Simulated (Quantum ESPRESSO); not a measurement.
Worked example: self-consistent single point of YScO₂ (R-3m, 4 atoms in the cell) in Quantum ESPRESSO.

Level of theory: PBEsol, PseudoDojo standard norm-conserving (PBESOL) pseudopotentials (plane waves; Quantum ESPRESSO).

The change in words: lattice scaled by 0.98. Reference geometry:
```
CELL_PARAMETERS angstrom
      1.79327    -1.03535     6.13181
      0.00000     2.07070     6.13181
     -1.79327    -1.03535     6.13181
ATOMIC_POSITIONS crystal
  Y  0.50000 0.50000 0.50000
  Sc 0.00000 0.00000 0.00000
  O  0.10998 0.10998 0.10998
  O  0.89002 0.89002 0.89002
```

Reference input (self-consistent single point, DFT, PBEsol, plane waves, PseudoDojo standard norm-conserving (PBESOL) pseudopotentials): ecutwfc = 85 Ry; occupations = smearing; smearing = fd; degauss = 0.0073499 Ry; potentials = {Y: Y.upf, Sc: Sc.upf, O: O.upf}; K_POINTS = automatic 9 9 9 0 0 0; conv_thr = 1e-10 Ry; mixing_beta = 0.4. This run's input differs from it in these lines:

```diff
@@ -10,4 +10,4 @@
     ibrav = 5
-    celldm(1) = 12.230326133
-    celldm(4) = 0.84645151921
+    celldm(1) = 11.985719878
+    celldm(4) = 0.84645157578
     nat = 4
@@ -28,6 +28,6 @@
 ATOMIC_POSITIONS {bohr}
-Y     0.000000000    0.000000000   17.381170826
+Y     0.000000000    0.000000000   17.033548147
 Sc    0.000000000    0.000000000    0.000000000
-O     0.000000000    0.000000000    3.823127573
-O     0.000000000    0.000000000   30.939214080
+O     0.000000000    0.000000000    3.746665183
+O     0.000000000    0.000000000   30.320431110
 K_POINTS {automatic}
```

The program printed (abridged):

```
     Self-consistent Calculation

     iteration #  1     ecut=    85.00 Ry     beta= 0.40

     total energy              =    -244.36033718 Ry
     estimated scf accuracy    <       1.19863906 Ry

     iteration #  2     ecut=    85.00 Ry     beta= 0.40

     total energy              =    -244.67770576 Ry
     estimated scf accuracy    <       0.17670423 Ry

     iteration #  3     ecut=    85.00 Ry     beta= 0.40

     total energy              =    -244.71147973 Ry
     estimated scf accuracy    <       0.01471722 Ry

   [... 8 blocks of this kind left out ...]

     iteration # 12     ecut=    85.00 Ry     beta= 0.40

     total energy              =    -244.71360671 Ry
     estimated scf accuracy    <          4.5E-10 Ry

     iteration # 13     ecut=    85.00 Ry     beta= 0.40
     End of self-consistent calculation

     the Fermi energy is    10.7920 ev

!    total energy              =    -244.71360671 Ry
     estimated scf accuracy    <          5.4E-12 Ry
     smearing contrib. (-TS)   =      -0.00216062 Ry
     internal energy E=F+TS    =    -244.71144609 Ry

     convergence has been achieved in  13 iterations

     Forces acting on atoms (cartesian axes, Ry/au):

     atom    1 type  1   force =     0.00000000    0.00000000    0.00000000
     atom    2 type  2   force =     0.00000000    0.00000000    0.00000000
     atom    3 type  3   force =    -0.00000000   -0.00000000    0.00304457
     atom    4 type  3   force =     0.00000000    0.00000000   -0.00304457

     Total force =     0.004306     Total SCF correction =     0.000004

          total   stress  (Ry/bohr**3)                   (kbar)     P=       20.70
   0.00011782   0.00000000  -0.00000000           17.33        0.00       -0.00
   0.00000000   0.00011782   0.00000000            0.00       17.33        0.00
   0.00000000   0.00000000   0.00018644            0.00        0.00       27.43

   JOB DONE.
```

The run converged in 13 iterations. Against the reference run the free energy goes down by 10.9 meV/atom, the pressure goes from -5.21 to 2.07 GPa and the largest force goes from 0.003 to 0.078 eV/Å.

The starting cell comes from a database of computed structures (which also holds hypothetical and non-ambient phases and stackings), without a prior relaxation at this level. For this run, on top of that: lattice scaled by 0.98.

Cost on one core of a shared machine: roughly 5 min.
